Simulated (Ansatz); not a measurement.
Cells marked so need not be the phases stable at ambient conditions, and some may be hypothetical.

 Where the default PAW files enter, the runs use the earlier of Ansatz's two default sets.

By PBEsol, each system below comes out a metal.

Ballistic conductance counts the channels of both spins, as a mean over 0.1 eV about the Fermi level; spin-orbit coupling is left out.

A. Sn (Im-3m, bcc (W type), not sure to be the ambient phase, 1 atom a cell, 27.2 Å³ an atom, -2 GPa at this level), current normal to (111)
B. Al$_{2}$Cu (P4/mmm, not sure to be the ambient phase, 3 atoms a cell, 16.2 Å³ an atom, -2 GPa at this level), current normal to (110)
C. GaBi (F-43m, zinc blende, not sure to be the ambient phase, 2 atoms a cell, 32.2 Å³ an atom), current normal to (111)

**Question.** Rank these by ballistic conductance per area (lowest first), as PBEsol (Ansatz, an electronic-structure program) gives it.

**Answer.** C (0.083 × 10¹⁵ S/m²), B (0.76 × 10¹⁵ S/m²), A (1.2 × 10¹⁵ S/m²)
